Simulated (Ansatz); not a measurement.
Take PbTe in the rock salt structure (space group Fm-3m, No. 225) as the base.

```xyz
2
Lattice="0.0000 3.2847 3.2847 3.2847 0.0000 3.2847 3.2847 3.2847 0.0000" Properties=species:S:1:pos:R:3 pbc="T T T"
Te     3.2847     3.2847     3.2847
Pb     0.0000     0.0000     0.0000
```

All numbers come from PBE in Ansatz (plane waves to 420 eV, PAW, spin-orbit coupling left out).

Before the change:

- Width of the top valence band: 2.52 eV
- Band gap: 0.83 eV
- Gap character: direct at L

Perturbation: the cell is scaled by 1.0050 in all directions; the atoms relax in the strained cell.

Question: What does the calculation give for the width of the top valence band after the change?

Answer: The width of the top valence band falls by 0.08 eV, from 2.52 eV to 2.44 eV.

Question: Predict the new band gap.

Answer: The band gap increases by 0.026 eV to 0.85 eV.

Question: What happens to the gap character?

Answer: The gap character is still direct at L.

Spin-orbit coupling, missing from the scalar runs, can matter with Pb and Te. Stability against distortions was not tested.

Ansatz is an electronic-structure program.
